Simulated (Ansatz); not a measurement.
## A computed series for SiO2: response to strain

Base system: SiO2 in the rutile structure (space group P4_2/mnm, No. 136).

```
CELL_PARAMETERS angstrom
      4.15488     0.00000     0.00000
      0.00000     4.15488     0.00000
      0.00000     0.00000     2.66145
ATOMIC_POSITIONS crystal
  Si 0.00000 0.00000 0.00000
  Si 0.50000 0.50000 0.50000
  O  0.30558 0.30558 0.00000
  O  0.80558 0.19442 0.50000
  O  0.19442 0.80558 0.50000
  O  0.69442 0.69442 0.00000
```

Cartesian axes are those of the cell as printed.

Strains are applied to the cell and any free atomic positions relax.

Method: DFT with LDA, PAW potentials and a 420 eV plane-wave cutoff in Ansatz (a program for electronic structure), no spin-orbit coupling.

Notes on the quantities. energy relative to the base: free energy F.

| uniaxial strain ε_xx (%) | energy relative to the base (meV/atom) |
|---|---|
| 0 | 0.0 |
| 0.6 | 0.4 |
| 1.2 | 1.5 |
| 1.8 | 3.4 |
| 2.4 | ? |
| 3 | 9.2 |

Fit ΔE = Aε² + Bε³ (ε in %) to the rows shown and predict the withheld row.

Least squares on the printed values gives A = 1.08 and B = -0.019 meV/atom (largest residual 0.0 meV/atom); this predicts 6.0 meV/atom, and the run gives 6.0 meV/atom, in agreement.

No phonon test of stability was made.
